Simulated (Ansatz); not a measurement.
Candidates (primitive cells; geometry: cell and atoms relaxed with PBEsol):
A. SnO$_{2}$ (P4_2/mnm), a = 4.769 Å, b = 4.769 Å, c = 3.212 Å, α = 90.00°, β = 90.00°, γ = 90.00°
B. LiF (Fm-3m), a = 2.834 Å, b = 2.834 Å, c = 2.834 Å, α = 60.00°, β = 60.00°, γ = 60.00°
C. MgO (Fm-3m), a = b = c = 2.980 Å, α = β = γ = 60.00°
D. C (Fd-3m), a = 2.513 Å, b = 2.513 Å, c = 2.513 Å, α = 60.00°, β = 60.00°, γ = 60.00°

**Question.** Put the candidates in order of Seebeck coefficient, n-type 1e19 cm⁻³, lowest first, for PBE, rigid bands in Ansatz (a quantum-chemistry and plane-wave program).

**Answer.** D (-365 μV/K), B (-284 μV/K), C (-173 μV/K), A (-113 μV/K)

Seebeck coefficients are for the stated density at 300 K, with one relaxation time for all states and whether or not that doping can be reached. Spin-orbit coupling is left out.
